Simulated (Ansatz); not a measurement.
Consider Sr2SnO4 (space group I4/mmm, No. 139).

```
Sr2SnO4
1.0
   -2.02946     2.02946     6.26032
    2.02946    -2.02946     6.26032
    2.02946     2.02946    -6.26032
Sr Sn O
2 1 4
Cartesian
  0.00000   0.00000   8.08858
  0.00000   0.00000   4.43206
  0.00000   0.00000   0.00000
  0.00000   0.00000  10.45998
  0.00000   0.00000   2.06066
  0.00000   2.02946   0.00000
  2.02946   0.00000   0.00000
```

Level of theory: plane-wave PAW DFT at the PBEsol level (Ansatz, an electronic-structure program, 420 eV), no spin-orbit coupling.

Base values:

The band gap comes out as 2.86 eV, the volume per atom comes out as 14.73 Å³ and the c/a ratio is 3.085. The smallest direct gap comes out as 3.25 eV.

Perturbation: hydrostatic tension (pressure −1 GPa).

**Question.** How does this affect the band gap?

**Answer.** The band gap drops by 0.07 eV, from 2.86 eV to 2.79 eV.

**Question.** How does this affect the volume per atom?

**Answer.** The volume per atom rises by 0.124 Å³ to 14.86 Å³.

**Question.** How does this affect the c/a ratio?

**Answer.** The c/a ratio falls by 0.003 (3.085 → 3.082).

**Question.** What happens to the smallest direct gap?

**Answer.** The smallest direct gap falls by 0.07 eV, from 3.25 eV to 3.18 eV.

Load acts through the strain it causes; cell and atoms are relaxed under it. Whether these cells are dynamically stable was not tested.
